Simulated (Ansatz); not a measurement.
Cell and atoms of amorphous Si₃₀N₄₁Ga:

```xyz
72
Lattice="9.3263 0.0000 0.0000 0.0000 9.3263 0.0000 0.0000 0.0000 9.3263" Properties=species:S:1:pos:R:3 pbc="T T T"
Si     0.7756     6.8261     2.8607
Si     0.4731     0.5263     2.7347
Si     2.0783     2.7204     2.8760
Si     5.6318     7.3353     6.8320
Si     6.1064     4.5631     2.4869
Si     6.4020     2.9132     0.0853
Si     4.9657     9.2270     4.4770
Si     8.7549     5.1681     0.6058
Si     3.7033     5.1542     6.7249
Si     1.2223     8.8789     7.5884
Si     6.0332     6.9854     3.4783
Si     5.6776     9.1565     9.2967
Si     8.8486     4.7692     3.6860
Si     6.9427     0.4244     2.0179
Si     2.2477     0.8964     5.1248
Si     4.4952     2.6107     1.5389
Si     3.2764     3.9523     0.0113
Si     4.5652     2.8901     4.6925
Si     8.7244     8.2502     0.4631
Si     3.2828     7.2750     4.5121
Si     0.9374     3.8032     7.6906
Si     8.5678     6.5207     7.3829
Si     2.8126     0.4500     0.5590
Si     8.9711     2.8954     1.5533
Si     8.8869     2.0743     5.3164
Si     3.4054     7.2601     9.0291
Si     1.0314     6.2700     5.8854
Si     8.5130     1.4063     7.6358
Si     3.3849     5.6327     2.0459
Si     6.3026     1.0876     6.6786
N      6.2118     8.8090     3.3065
N      3.2598     9.0062     4.3057
N      3.4634     2.0133     0.1641
N      4.2225     8.5783     0.5987
N      5.2306     1.3763     5.3658
N      4.3653     6.5508     7.6784
N      3.0720     3.8220     1.9305
N      6.9287     2.2111     7.9677
N      0.2668     3.7054     0.0262
N      0.6380     0.9925     4.3854
N      0.5294     3.3988     2.9203
N      2.7131     6.1507     5.6791
N      7.4351     3.9274     1.2314
N      4.8854     4.2350     5.7739
N      8.5986     6.6282     9.0863
N      2.9109     2.4297     4.3961
N      7.0551     5.5311     3.6777
N      9.1632     0.1781     8.6095
N      0.3190     2.4418     6.8891
N      8.3845     1.3544     2.0872
N      5.0918     7.4409     5.0030
N      1.8794     1.1541     1.9579
N      5.3331     3.1139     3.1006
N      2.9725     5.7582     0.4212
N      0.3985     7.6410     6.7152
N      7.8631     0.8776     6.0693
N      2.6896     4.0853     7.6826
N      2.0263     8.3684     9.0359
N      9.1992     5.6321     2.1135
N      0.2416     5.1595     6.9416
N      5.8529     1.4252     1.0291
N      0.1623     8.2730     2.1157
N      7.0627     8.5565     0.7865
N      5.8138     8.9567     7.5402
N      2.2739     0.4710     6.7150
N      0.2854     6.1765     4.3900
N      2.5360     6.7339     3.0220
N      5.0668     3.9098     0.3888
N      8.1375     3.5656     4.7896
N      7.0143     6.3366     6.6920
N      5.0455     5.9748     2.4238
Ga     6.7813     4.7398     5.5767
```

These are PBE, scalar-relativistic without spin-orbit coupling (plane waves to 420 eV, PAW; Ansatz, a quantum-chemistry and plane-wave program) values and carry that method's errors.

The cell was made by melting and quenching with the CHGNet potential and then relaxed with DFT. N atoms were pushed apart under 1.9 Å during the dynamics, to hinder bonds among them. The hot cell started wider than the set density and was brought back towards it in steps. It is the lowest in DFT energy of 2 quenches. It is a model cell: composition and starting density were chosen by hand, and all elements were melted together. No dispersion term was used. Its density started from a set value of 3.04 and ended at 3.04 g/cm³. The simulated quench (nominally 380 K/ps over its main leg) is rapid and tends to freeze in more defects than a deposited or slowly cooled glass has. A cell of this size samples the disorder only roughly. The volume was held where the preparation left it, at a PBE pressure of 1.5 GPa. Stress components on the final sampling reach 7.1 GPa.

Neighbours within Si-Si 2.60 Å, Si-N 2.12 Å, Si-Ga 2.56 Å, N-N 1.70 Å, N-Ga 2.32 Å, Ga-Ga 2.68 Å count as bonded. Two cations that share two anions don't count as bonded, nor two that share one unless they lie closer than Si-Si 2.38 Å, Si-Ga 2.49 Å, Ga-Ga 2.61 Å.

Question: Give the coordination numbers, mean bond lengths and angles.

Answer: 
The mean coordination of Si by anions comes out as 4.10 (27 with 4, 3 with 5) and the mean coordination of N comes out as 3.10 (1 with 2, 35 with 3, 5 with 4). The mean coordination of Ga by anions comes out as 4.00 (1 with 4). The mean Si-N bond is 1.773 Å (spread 0.068 Å, 123 counted), the mean N-Ga bond comes out as 1.992 Å (spread 0.048 Å, 4 counted) and the bond angle at Si comes out as mean 108.8°, spread 16.5°. The bond angle at N is mean 114.9°, spread 17.3°. The bond angle at Ga is mean 107.4°, spread 17.0°.

Question: Which atoms depart from the most common coordination of their element?

Answer: Si13 has 5 (N66 1.75 Å, N69 1.78 Å, N59 1.83 Å, N41 1.87 Å, N47 1.95 Å); Si16 has 5 (N33 1.82 Å, N68 1.83 Å, N53 1.84 Å, N61 1.87 Å, N37 1.91 Å); Si17 has 5 (N57 1.76 Å, N68 1.83 Å, N54 1.88 Å, N37 1.93 Å, N33 1.95 Å); N37 has 4 (Si3 1.76 Å, Si29 1.84 Å, Si16 1.91 Å, Si17 1.93 Å); N43 has 4 (Si6 1.85 Å, Si24 1.88 Å, Si8 1.92 Å, Si5 1.94 Å); N47 has 4 (Si11 1.79 Å, Si5 1.80 Å, Si13 1.95 Å, Ga72 2.08 Å); N51 has 4 (Si11 1.85 Å, Si7 1.87 Å, Si20 1.88 Å, Si4 1.91 Å); N61 has 4 (Si14 1.78 Å, Si6 1.85 Å, Si16 1.87 Å, Si12 1.92 Å); N65 has 2 (Si15 1.65 Å, Si10 1.65 Å).

Question: List the pairs of like atoms that count as bonded by the rules above.

Answer: There are none by these rules.
